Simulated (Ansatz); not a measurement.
The starting structures come from a database of crystals and need not be the phases stable at ambient conditions.

 Where the default PAW files enter, the runs use the earlier of Ansatz's two default sets.

Data:

```xyz
4
Lattice="4.1681 0.0000 0.0000 0.0000 6.8400 0.0000 2.0841 0.0000 3.6097" Properties=species:S:1:pos:R:3 pbc="T T T"
In     4.1681     3.4186     2.4065
In     2.0841     6.8386     1.2032
P      4.1681     0.8564     2.4065
P      2.0841     4.2764     1.2032
```

Space group of this cell: P6_3mc, wurtzite. The cell is taken as given.

Transport runs along the normal of the first two printed cell vectors, the (100) plane of the conventional cell.

No gap correction and no spin-orbit coupling; mid-gap values are interpolated between computed energies.

Q: Estimate the band gap and the smallest decay constant κ at mid-gap that r2SCAN run with Ansatz (a program for electronic structure) returns for this system.

A: Gap 1.10 eV on a 8×6×8 mesh; κ = 0.075 1/Å, at the zone centre.
